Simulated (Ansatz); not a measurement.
Base system: InSb in the zinc blende structure (space group F-43m, No. 216).

```yaml
crystal:
  lattice:
    - [0.00000, 3.27807, 3.27807]
    - [3.27807, 0.00000, 3.27807]
    - [3.27807, 3.27807, 0.00000]
  atoms:
    - { symbol: In, position: [0.00000, 0.00000, 0.00000] }
    - { symbol: Sb, position: [0.25000, 0.25000, 0.25000] }
```

Cartesian axes are those of the cell as printed.

Method: r2SCAN in Ansatz (plane waves to 500 eV, PAW, no SOC).

Strains are applied to the cell and any free atomic positions relax.

One change was made to it. Results:

| quantity | base | after |
|---|---|---|
| energy relative to the base (free energy F) | 0 meV/atom | +0.1 meV/atom |
| pressure (mean of the normal stresses, compression positive) | 0.0 GPa | 0.0 GPa |
| band gap | zero | zero |

Problem. What was done to the base?
(A) tensor shear ε_xy = +1.71 %
(B) tensor shear ε_xy = +1.14 %
(C) tensor shear ε_xy = +0.29 %

Solution. C, tensor shear ε_xy = +0.29 %. For comparison, the energy relative to the base in the other runs: tensor shear ε_xy = +1.14 % gives +1.7 meV/atom; tensor shear ε_xy = +1.71 % gives +3.8 meV/atom.

With Sb present, leaving out spin-orbit coupling can change the band edges. No phonon test of stability was made. The final runs are not spin-polarised. Gaps under 0.05 eV, about the width of the smearing, are given as zero. A zero or small gap of InSb can be the functional's error rather than a property of the material.

Ansatz is a first-principles code.
